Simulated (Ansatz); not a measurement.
**ZrO2 under a change: holes 2.0×10^21 cm⁻³**

Consider ZrO$_{2}$ (space group P4_2/nmc, No. 137; a = 3.584 Å, c = 5.179 Å).

The change: hole doping at 2.0×10^21 cm⁻³ (0.133 per cell), with a uniform compensating background at fixed cell and a 300 K Fermi–Dirac width.

Method: PBEsol (Ansatz, a first-principles code; PAW; 420 eV plane waves; no SOC), earlier PAW set. Settings: 13×13×9 k-points, 0.0259 eV Fermi–Dirac smearing.

The gap between the host's bands rises by 0.073 eV (4.00 eV → 4.08 eV) and the gap character remains indirect, M–Γ (56 % along) → Γ. The Fermi level relative to the doped band's edge (positive inside the band; to 0.05 eV) is +0.05 eV.

Charged cell with a jellium background: band edges are those of the host's band count, energies are not comparable with the neutral cell, and many-body gap narrowing is missing. No phonon test of stability was made. This is not the structure that ZrO2 has at room temperature and ambient pressure.
